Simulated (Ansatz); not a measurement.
# PbTe (model structure, started from the 4H type, P6₃mc, No. 186, 8 atoms in the cell)

Method: PBEsol (Ansatz, a quantum-chemistry and plane-wave program, PAW).

Settings: plane-wave cutoff 500 eV, 12×12×4 k mesh (along the axes of the cell as run), Fermi–Dirac smearing 0.05 eV, scalar-relativistic PAW data made under PBE.

Cell (relaxed at this level):

PbTe has the hexagonal space group P6₃mc (No. 186), Pearson symbol hP8. Lattice parameters: a = b = 5.435 Å, c = 12.768 Å, α = β = 90.00°, γ = 120.00°. Pb1 on 2a sees 5 Te at 3.104–3.281 Å (trigonal bipyramidal). Pb2 on 2b is surrounded by 4 Te at 3.061–3.144 Å. Te1 on 2a sees 5 Pb at 3.104–3.281 Å (trigonal bipyramidal). Te2 on 2b is coordinated by 4 Pb at 3.061–3.138 Å. (Neighbours: up to the widest gap in distance over summed covalent radii, below 1.35, at either atom; cation-cation and far metal-metal contacts left out.)

- band gap = 1.08 eV (on the SCF k mesh)

Note: the relaxation could raise the start's symmetry but not lower it, so the cell can be a saddle point.

Spin–orbit coupling is not included; with these elements it can move the gap by several tenths of an eV or more.

Static lattice: no zero-point or thermal effects.

Computing time: about 19 core-minutes (a rough figure).

A model structure was made by putting elements into a prototype or built by hand; it is no filed structure, need not be a known phase, and can be a saddle point held by its symmetry.
